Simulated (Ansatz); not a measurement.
The parent structure is Pd in the fcc (Cu type) structure (space group Fm-3m, No. 225; a = 3.878 Å; relaxed with 0.1 eV smearing).

The values are results of PBEsol (Ansatz, a program for electronic structure; PAW; 420 eV plane waves; no spin-orbit coupling), earlier PAW set, not measurements.

Base values:

| Item | Value |
|---|---|
| Pressure | 0.0 GPa |
| Band gap | zero |

Modification: every lattice vector is stretched by 4.47 %, atoms relaxed at fixed cell.

Predict the new pressure, energy relative to the base and band gap.

The pressure goes from zero to -18.5 GPa; the energy increases by 137 meV/atom; the band gap remains zero.

The cells carry an imposed strain or load. Stability against distortions was not tested. The final runs are not spin-polarised. Pd lies near a magnetic instability that expansion can trigger; it was not tested.
